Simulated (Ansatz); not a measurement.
Base system: SiO2 (space group P4_12_12, No. 92; a = 5.029 Å, c = 7.011 Å). Axes: x, y, z lie along a, b, c of the conventional cell.

The values are results of Ansatz (a first-principles code), PBEsol, PAW, cutoff 420 eV, scalar-relativistic without spin-orbit coupling, earlier PAW set, not measurements.

Base values:

- Pressure: 0.00 GPa

Perturbation: tensile biaxial strain of 0.29 % in the plane normal to [001], as in epitaxy on a mismatched substrate; the out-of-plane cell vector and the atoms relax.

**Question.** Estimate the effect on the out-of-plane strain and pressure.

**Answer.** The out-of-plane strain is +0.12 %; the pressure (mean of the normal stresses, compression positive) goes from zero to -0.10 GPa.

Whether these cells are dynamically stable was not tested.
